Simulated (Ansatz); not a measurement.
## Response to strain in AlN

Base system: AlN in the zinc blende structure (space group F-43m, No. 216).

```
CELL_PARAMETERS angstrom
      0.00000     2.18488     2.18488
      2.18488     0.00000     2.18488
      2.18488     2.18488     0.00000
ATOMIC_POSITIONS crystal
  Al 0.00000 0.00000 0.00000
  N  0.25000 0.25000 0.25000
```

Cartesian axes are those of the cell as printed.

Strains are applied to the cell and any free atomic positions relax; under biaxial strain the out-of-plane vector relaxes too.

Level of theory: Ansatz (a quantum-chemistry and plane-wave program) r2SCAN, spin-orbit coupling left out.

Candidates:
(a) biaxial strain −0.50 %, plane normal [001], relaxed out of plane
(b) biaxial strain −3.00 %, plane normal [001], relaxed out of plane
(c) biaxial strain −1.50 %, plane normal [001], relaxed out of plane
(d) biaxial strain −1.00 %, plane normal [001], relaxed out of plane

Before the change:

```
Item                   Value
-------------------  -------
Smallest direct gap  4.84 eV
```

Order them by smallest direct gap, lowest first.

(a) biaxial strain −0.50 %, plane normal [001], relaxed out of plane (4.87 eV), (d) biaxial strain −1.00 %, plane normal [001], relaxed out of plane (4.90 eV), (c) biaxial strain −1.50 %, plane normal [001], relaxed out of plane (4.93 eV), (b) biaxial strain −3.00 %, plane normal [001], relaxed out of plane (5.02 eV)

Semilocal Kohn–Sham gaps tend to fall short of experiment. Stability against distortions was not tested. This is not the structure that AlN has at room temperature and ambient pressure.
